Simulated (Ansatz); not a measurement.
Levels about the gap of amorphous hafnium silicate (Si₂₄O₅₀Hf) (75 atoms in a cell of 1126 Å³, 2.44 g/cm³; zone centre alone, so wide bands show as single levels with stretches between that a denser mesh fills), at the geometry that PBE relaxed, where it gives -2.2 GPa on a denser mesh. The participation number counts the atoms over which a state spreads; weights are charges in smoothed Voronoi cells. The levels come from a single point, so bond lengths are those of that geometry. Method of the levels: PBE, scalar-relativistic without spin-orbit coupling (Ansatz, a first-principles code). Sampling: the zone centre alone; Fermi-Dirac width 0.02 eV; no spin polarisation. At PBE the levels at the filled edge of the gap are localised (band-tail or defect states), and the nearest spread-out levels lie 5.0 eV apart at the zone centre.

A CHGNet melt-quench gave the starting glass, which DFT then relaxed. O atoms were pushed apart under 1.9 Å during the dynamics, to hinder bonds among them. The hot cell started wider than the set density and was brought back towards it in steps. It is the lowest in DFT energy of 2 quenches. It is a model cell: composition and starting density were chosen by hand, and all elements were melted together. No dispersion term was used. Its density started from a set value of 2.44 and ended at 2.44 g/cm³. Cooling (nominally 320 K/ps over its main leg) ran many orders faster than in experiment, which tends to leave more defects and strain. Values belong to this one cell and scatter from quench to quench. The volume was held where the preparation left it and the shape relaxed, at a PBE pressure of -2.2 GPa (tension). Stress components on the final sampling reach 2.2 GPa.

```tsv
E - E(highest filled), eV	filling	participation number	largest on	weight O	weight Hf	weight Si
-0.34	filled	19.9	O, 2 neighbours	0.96	0.00	0.03
-0.30	filled	33.1	O, 2 neighbours	0.96	0.00	0.03
-0.28	filled	19.9	O, 2 neighbours	0.96	0.01	0.03
-0.18	filled	8.2	O, 2 neighbours	0.96	0.01	0.03
-0.08	filled	10.6	O, 2 neighbours	0.96	0.01	0.03
-0.03	filled	6.6	O, 2 neighbours	0.96	0.01	0.03
0.00	filled	7.3	O, 2 neighbours	0.97	0.00	0.03
4.70	empty	60.3	Si, 4 neighbours	0.65	0.03	0.32
5.59	empty	4.3	Hf, 5 neighbours	0.42	0.47	0.12
5.82	empty	3.4	Hf, 5 neighbours	0.38	0.53	0.10
5.96	empty	15.4	Hf, 5 neighbours	0.47	0.21	0.32
6.13	empty	11.3	Hf, 5 neighbours	0.46	0.27	0.27
6.26	empty	17.4	Hf, 5 neighbours	0.51	0.19	0.30
6.46	empty	41.0	Hf, 5 neighbours	0.61	0.08	0.31
```

Most localised among these is the empty level at +5.82 eV, on a Hf atom, which has 5 neighbours (O 1.90 Å, O 1.95 Å, O 2.02 Å, O 2.09 Å, O 2.51 Å).
